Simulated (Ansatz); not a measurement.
Consider AlCo in the CsCl type structure (space group Pm-3m, No. 221; not spin-polarised; relaxed with 0.1 eV smearing).

Space group Pm-3m (No. 221); a = 2.853 Å, b = 2.853 Å, c = 2.853 Å, α = 90.00°, β = 90.00°, γ = 90.00°

```json
[
 {"atom": "Al", "site": "1a", "symmetry": "m-3m", "x": "0.0000", "y": "0.0000", "z": "0.0000"},
 {"atom": "Co", "site": "1b", "symmetry": "m-3m", "x": "0.5000", "y": "0.5000", "z": "0.5000"}
]
```

Computed with Kohn–Sham DFT with the PBE functional, run in Ansatz (a first-principles code) with PAW and 420 eV plane waves, without spin-orbit coupling, earlier PAW set.

Base values:

The pressure is 0.0 GPa. The band gap is zero.

One thing is altered: the cell is scaled by 1.0128 in all directions; the atoms relax in the strained cell.

Question: What does the calculation give for the energy relative to the base, pressure and band gap after the change?

Answer: The energy rises by 9.1 meV/atom; the pressure goes from zero to -6.3 GPa; the band gap remains zero.

No phonon test of stability was made. Seeded moments were not kept for the base. The final runs are not spin-polarised.
